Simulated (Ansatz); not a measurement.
# Worked sum: formation energy of MoTe2 (P6₃/mmc) from the elements

This concerns the formation energy of MoTe2 (P6₃/mmc) from the elements. Reaction: 2 Te (P3₁21) + Mo (bcc) → MoTe2 (P6₃/mmc). Negative: the products are lower in energy. The value is per atom of the solid.

MoTe2 (P6₃/mmc), 6 atoms in the cell; spin state with PBE: run without spin. Conventional cell: a = b = 3.4968 Å, c = 13.7000 Å, α = β = 90.00°, γ = 120.00°.

Method: Ansatz (a first-principles code), PAW, neutral cells at 0 K with nuclei at rest, on structures from PBE+D3(BJ). Ansatz runs with its PAW set soft_1. Other levels take these structures. The lattices are those relaxed with PBE+D3(BJ), so at other levels the solids can be strained, which adds to the spread. The runs are scalar-relativistic, without spin-orbit coupling. No Hubbard U is applied.

Total energies of the cells in eV, at zero smearing width. They compare only within one column; the weights balance every element.

```csv
cell,atoms,weight,r2SCAN+D4,RPBE
MoTe2 (P6₃/mmc),6,+1,-37917.66570,-37883.04316
Te (P3₁21),3,−4/3,-20985.11544,-20966.61384
Mo (bcc),1,−2,-4967.82364,-4963.04225
```

r2SCAN+D4: (-37917.66570) − 4/3 × (-20985.11544) − 2 × (-4967.82364) = -1.864 eV; dividing by 6 atoms gives -0.31 eV/atom.

RPBE: (-37883.04316) − 4/3 × (-20966.61384) − 2 × (-4963.04225) = -1.474 eV; dividing by 6 atoms gives -0.25 eV/atom.

What follows from the r2SCAN+D4 value: A formula unit of MoTe2 has 3 atoms, so it forms with -0.3107 × 3 = -0.932 eV, or -89.9 kJ/mol at 96.485 kJ/mol per eV.
